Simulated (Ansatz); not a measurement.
The parent structure is Ga2O3 (space group C2/m, No. 12; a = 12.4552 Å, b = 3.0835 Å, c = 5.8776 Å, α = 90.00°, β = 103.70°, γ = 90.00°).

(Cell as relaxed with PBE.)

Levels (all Ansatz, an electronic-structure program, PAW): PBE (420 eV, no spin-orbit coupling); PBEsol (420 eV, scalar-relativistic without spin-orbit coupling).

Each level relaxes its own structure.

```json
[
 {"quantity": "volume per atom", "PBE": "10.97 Å³", "PBEsol": "…"},
 {"quantity": "space group", "PBE": "C2/m (No. 12)", "PBEsol": "…"},
 {"quantity": "band gap", "PBE": "2.01 eV", "PBEsol": "…"},
 {"quantity": "gap character", "PBE": "indirect, k = (0.455, -0.455, -1/2) in the run's primitive reciprocal basis → Γ", "PBEsol": "…"}
]
```

### Question
Given the PBE results, estimate those of PBEsol.

### Answer

- volume per atom, PBEsol: 10.56 Å³
- space group, PBEsol: C2/m (No. 12)
- band gap, PBEsol: 2.22 eV
- gap character, PBEsol: indirect, k = (0.455, -0.455, -1/2) in the run's primitive reciprocal basis → Γ

PBE's volume per atom lies 0.41 Å³ above PBEsol's (3.8 %); PBE's band gap lies 0.21 eV below PBEsol's; the two agree on the space group and gap character. Neither level is exact; PBEsol is the comparison here, not a measurement.

Whether these cells are dynamically stable was not tested.
